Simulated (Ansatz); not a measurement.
A relaxation of the atoms of HfSi (Pm, 8 atoms in the cell) with Ansatz (an electronic-structure program).

Level of theory: LDA (PW92), default PAW files made with PBE (plane waves; Ansatz).

The change in words: one atom moved by 0.15 angstrom; relax: default → atoms; relax.f_tol: default → 0.05 eV/Å. Reference geometry:
```yaml
crystal:
  lattice:
    - [6.84181, 0.00000, 0.00000]
    - [0.00000, 3.75692, 0.00000]
    - [0.00000, 0.00000, 5.20778]
  atoms:
    - { symbol: Hf, position: [0.67514, 0.25000, 0.37439] }
    - { symbol: Hf, position: [0.32486, 0.75000, 0.62561] }
    - { symbol: Hf, position: [0.82486, 0.75000, 0.87439] }
    - { symbol: Hf, position: [0.17514, 0.25000, 0.12561] }
    - { symbol: Si, position: [0.54312, 0.25000, 0.86087] }
    - { symbol: Si, position: [0.45688, 0.75000, 0.13913] }
    - { symbol: Si, position: [0.95688, 0.75000, 0.36087] }
    - { symbol: Si, position: [0.04312, 0.25000, 0.63913] }
```

Reference input (self-consistent single point, DFT, LDA (PW92), plane waves, default PAW files made with PBE): basis.ecutwfc = 420 eV; kpoints.mp_grid.grid = 3 7 5; hamiltonian.xc = lda; hamiltonian.pseudopotentials = {kind: paw} (the program's default PAW files); scf.occupations.method = gaussian; scf.occupations.width = 0.1 eV. This run's input differs from it in these lines:

```diff
@@ -7,3 +7,3 @@
   atoms:
-    - { symbol: Hf, position: [0.67514000, 0.25000000, 0.37439000] }
+    - { symbol: Hf, position: [0.67514000, 0.25000000, 0.40319300] }
     - { symbol: Hf, position: [0.32486000, 0.75000000, 0.62561000] }
@@ -28,2 +28,4 @@
     width: 0.1
+relax:
+  f_tol: 0.05
 output:
```

Output, abridged:

```
   [... SCF lines of the steps left out ...]
relax step   1: F+E_penalty+E_count = -64349.08463704 eV  Δ(F+E_penalty+E_count) = +0.000e0 eV  max|allowed force component| = 1.962e0 eV/Å  Δτ_max = 0.0000 Å  (6 SCF iters, dr2 threshold 6.25e-5 eV, accepted)
relax step   2: F+E_penalty+E_count = -64349.19250899 eV  Δ(F+E_penalty+E_count) = -1.079e-1 eV  max|allowed force component| = 8.918e-1 eV/Å  Δτ_max = 0.1948 Å  (6 SCF iters, dr2 threshold 1.00e-4 eV, accepted)
relax step   3: F+E_penalty+E_count = -64349.23247199 eV  Δ(F+E_penalty+E_count) = -3.996e-2 eV  max|allowed force component| = 1.952e-2 eV/Å  Δτ_max = 0.0613 Å  (5 SCF iters, dr2 threshold 4.97e-5 eV, accepted)
relax step   4: F+E_penalty+E_count = -64349.23247337 eV  Δ(F+E_penalty+E_count) = -1.380e-6 eV  max|allowed force component| = 1.955e-2 eV/Å  Δτ_max = 0.0000 Å  (4 SCF iters, accepted)
the relaxation is at rest under the 2 symmetry operations that the run kept from its start: a minimum is not shown …
Stability not checked: this state was not tested for a lower state beside it, because too few of the mixer's solves of this state at the end of the SCF gave a …
Free energy (F): -64349.232473 eV
Internal energy: -64349.225963 eV  (E = F + TS)
E sigma→0 (E₀):  -64349.229218 eV
Entropy (-TS):   -0.006511 eV (-0.814 meV/atom)
Fermi energy:    17.738631 eV
--- Forces (eV/Å), atoms counted from 1 ---
  atom   1  Hf     0.00613814     0.00000000     0.00043204
   [... lines left out ...]
    - { symbol: Hf, position: [0.17527582382973456, 0.25, 0.12984555515793747] }
    - { symbol: Si, position: [0.5438713981819365, 0.25, 0.862666047083385] }
    - { symbol: Si, position: [0.45620449615157893, 0.7500000000000001, 0.14448806762120142] }
    - { symbol: Si, position: [0.9561528610895873, 0.7500000000000001, 0.36272529104151285] }
    - { symbol: Si, position: [0.043826126727353296, 0.25, 0.6444369038465452] }
```

The run converged.  The full log also holds: “iter 5 did not close the SCF: its close was put off for the readings that it lacked (scf_convergence_deferred on its scf_iter line)”.

Summary of the result:
* **Free energy E − TS (on the zero of these files)**: -64349.2325 eV
* **Fermi level (on the code's own zero)**: 17.74 eV
* **Pressure**: -4.35 GPa
* **Largest force (vector length)**: 0.024 eV/Å
* **Relaxation steps**: 4

The starting cell comes from a database of computed structures (which also holds hypothetical and non-ambient phases and stackings), without a prior relaxation at this level. Its lattice was rescaled by up to half a per cent. For this run, on top of that: one atom moved by 0.15 angstrom. Ansatz's pressure includes its estimate of the finite-basis (Pulay) stress.

Cost on one core of a shared machine: roughly 2 min.

Keys are those of Ansatz 0.2.
